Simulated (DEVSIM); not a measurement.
abrupt Si p-n junction

Structure: abrupt Si p-n junction, at 250 K.

| layer (left to right) | material | thickness (μm) | Nd (cm⁻³) | Na (cm⁻³) | τn (s) | τp (s) |
|---|---|---|---|---|---|---|
| 1 | Si | 0.420 | - | 1.4e17 | 0.0001 | 0.0001 |
| 2 | Si | 6.90 | 1.6e15 | - | 0.0001 | 0.0001 |

Left contact: ohmic. Right contact: ohmic. Voltage is applied to the left contact. Recombination: SRH at mid-gap, Auger. Mobility is μmin + (μ − μmin)/(1 + (N/Nref)^α).

The device is made up for the run: typed textbook-type constants, with dimensions and the other settings drawn at random. Values at 300 K; Nc and Nv go as T^1.5, mobilities as T to minus their exponent, the gap by Varshni's rule with the affinity fixed.

```tsv
parameter	Si
gap (eV)	1.124
affinity (eV)	4.05
permittivity	11.7
Nc (cm⁻³)	2.86e19
Nv (cm⁻³)	3.1e19
μn (cm²/Vs)	1417
μp (cm²/Vs)	470
μn,min	52
μp,min	45
Nref,n	9.7e16
Nref,p	2.2e17
αn	0.68
αp	0.72
T exponent of μn	2.3
T exponent of μp	2.2
Cn (cm⁶/s)	2.8e-31
Cp (cm⁶/s)	9.9e-32
Varshni α (eV/K)	0.000473
Varshni β (K)	636
```

Model (solved in DEVSIM): 1D drift-diffusion, Boltzmann statistics, complete ionisation; no tunnelling, impact ionisation, image-force lowering or self-heating.

The potential step across the device at zero bias comes out as 0.821 V and the largest field in the device at zero bias is 25000 V/cm. The dark forward voltage at 1 A/cm² comes out as 0.684 V. The dark forward voltage at 100 A/cm² comes out as 0.819 V.

Dark forward current:

```json
[
 {"V (V)": "0.05", "J (A/cm²)": "1.0e-12"},
 {"V (V)": "0.10", "J (A/cm²)": "5.4e-12"},
 {"V (V)": "0.15", "J (A/cm²)": "3.2e-11"},
 {"V (V)": "0.20", "J (A/cm²)": "2.5e-10"},
 {"V (V)": "0.25", "J (A/cm²)": "2.2e-9"},
 {"V (V)": "0.30", "J (A/cm²)": "2.1e-8"},
 {"V (V)": "0.35", "J (A/cm²)": "2.1e-7"},
 {"V (V)": "0.40", "J (A/cm²)": "2.2e-6"},
 {"V (V)": "0.45", "J (A/cm²)": "2.2e-5"},
 {"V (V)": "0.50", "J (A/cm²)": "0.00022"},
 {"V (V)": "0.60", "J (A/cm²)": "0.023"},
 {"V (V)": "0.65", "J (A/cm²)": "0.23"},
 {"V (V)": "0.70", "J (A/cm²)": "2.1"},
 {"V (V)": "0.75", "J (A/cm²)": "14"},
 {"V (V)": "0.80", "J (A/cm²)": "65"},
 {"V (V)": "0.85", "J (A/cm²)": "200"},
 {"V (V)": "0.90", "J (A/cm²)": "470"},
 {"V (V)": "0.95", "J (A/cm²)": "880"},
 {"V (V)": "1.00", "J (A/cm²)": "1400"},
 {"V (V)": "1.05", "J (A/cm²)": "2100"}
]
```

Dark reverse current:

```
V (V)   J (A/cm²)
------  ---------
-0.40    -1.7e-12
-1.00    -3.4e-12
-2.00    -5.6e-12
-3.00    -7.3e-12
-4.00    -8.8e-12
-6.00    -1.1e-11
-8.00    -1.3e-11
-10.00   -1.5e-11
-13.00   -1.8e-11
-16.00   -2.0e-11
-20.00   -2.3e-11
```
